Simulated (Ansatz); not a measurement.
## By hand: formation energy of CdSe (zinc blende, F-43m) from the elements

This concerns the formation energy of CdSe (zinc blende, F-43m) from the elements. Reaction: Se (P3₁21) + Cd (hcp) → CdSe (zinc blende). Negative: the products are lower in energy. The value is per atom of the solid.

CdSe (zinc blende, F-43m), 2 atoms in the cell. Conventional cell: a = b = c = 6.112 Å, α = β = γ = 90.00°.

Ansatz (a first-principles code) with PAW potentials; structures come from PBE+D3(BJ) relaxations, nuclei static, no net charge. Ansatz runs with its default PAW set. Space groups of crystals are read within 0.01 Å.

Total energies of the cells in eV, at zero smearing width. They compare only within one column; the weights balance every element.

| cell | atoms | weight | PBE+D3(BJ) |
|---|---|---|---|
| CdSe (zinc blende) | 2 | +3 | -13725.40943 |
| Se (P3₁21) | 3 | −1 | -16408.21898 |
| Cd (hcp) | 2 | −3/2 | -16509.77507 |

PBE+D3(BJ): 3 × (-13725.40943) − (-16408.21898) − 3/2 × (-16509.77507) = -3.347 eV; dividing by 6 atoms gives -0.56 eV/atom.

What follows from the PBE+D3(BJ) value: A formula unit of CdSe has 2 atoms, so it forms with -0.5578 × 2 = -1.116 eV, or -107.7 kJ/mol at 96.485 kJ/mol per eV.
